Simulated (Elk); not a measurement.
Elk run on PbSe (Fm-3m, 2 atoms in the cell): self-consistent single point.

Method of the run: LDA (PW92), all-electron FP-LAPW, Elk's shipped species files, APW+lo basis with extra local orbitals (Elk 10.2.4).

```yaml
crystal:
  lattice:
    - [0.00000, 3.06000, 3.06000]
    - [3.06000, 0.00000, 3.06000]
    - [3.06000, 3.06000, 0.00000]
  atoms:
    - { symbol: Pb, position: [0.00000, 0.00000, 0.00000] }
    - { symbol: Se, position: [0.50000, 0.50000, 0.50000] }
```

Reference input (self-consistent single point, DFT, PBE, all-electron FP-LAPW, Elk's shipped species files, APW+lo basis with extra local orbitals): xctype = 20; rgkmax = 7.5; swidth = 0.000367493 Ha; ngridk = 6 6 6; gmaxvr = 16 1/bohr; nxlo = 2; lorbcnd = true; lmaxi = 3; maxscl = 100. This run's input differs from it in these lines:

```diff
@@ -2,5 +2,2 @@
   0
-
-xctype
-  20
```

The program printed (abridged):

```
│ Self-consistent loop started │
│ Loop number : 1 │
 total energy                :     -23354.2315486
│ Loop number : 2 │
 total energy                :     -23354.2077637
RMS change in Kohn-Sham potential (target) :   0.1121294315     (  0.1000000000E-05)
Absolute change in total energy (target)   :   0.2378487395E-01 (  0.1000000000E-03)
│ Loop number : 3 │
 total energy                :     -23353.7628960
RMS change in Kohn-Sham potential (target) :   0.1037542017     (  0.1000000000E-05)
Absolute change in total energy (target)   :   0.4508139457     (  0.1000000000E-03)
│ Loop number : 4 │
   [... lines left out ...]
Absolute change in total energy (target)   :   0.9654692512E-03 (  0.1000000000E-03)
│ Loop number : 14 │
 total energy                :     -23344.5345612
RMS change in Kohn-Sham potential (target) :   0.2379374592E-06 (  0.1000000000E-05)
Absolute change in total energy (target)   :   0.2377498022E-03 (  0.1000000000E-03)
│ Loop number : 15 │
 total energy                :     -23344.5345653
RMS change in Kohn-Sham potential (target) :   0.3297732603E-07 (  0.1000000000E-05)
Absolute change in total energy (target)   :   0.5533288640E-04 (  0.1000000000E-03)
Convergence targets achieved

│ Loop number : 16 │

Energies :
 Fermi                       :     0.183992404776
 total energy                :     -23344.5345620

Density of states at Fermi energy :   0.1437905996E-01
 (states/Hartree/unit cell)

Estimated indirect band gap :   0.7017614145E-02
 from k-point      4 to k-point      4
Estimated direct band gap   :   0.7017614145E-02
 at k-point      4

Charges :
 core                        :    86.00000000
 valence                     :    30.00000000
 interstitial                :    3.332055649
 muffin-tins (core leakage)
  species :    1 (Pb)
   atom    1                 :    80.21947887     (  0.1188775062E-02)
  species :    2 (Se)
   atom    1                 :    32.44846548     (  0.5966274134E-04)
 total in muffin-tins        :    112.6679444
 total calculated charge     :    115.9888660
 total charge                :    116.0000000
 error                       :   0.1113403160E-01

│ Self-consistent loop stopped │
```

The run converged in 16 iterations. The count includes the last loop, which Elk runs after its targets are met. Against the reference run the gap on the mesh goes from 0.280 to 0.191 eV.

The starting cell has typed, rounded lattice constants, without a prior relaxation at this level. Spin-orbit coupling is off. Values depend on the basis (sphere radii, cutoffs, local orbitals), which need not be converged.
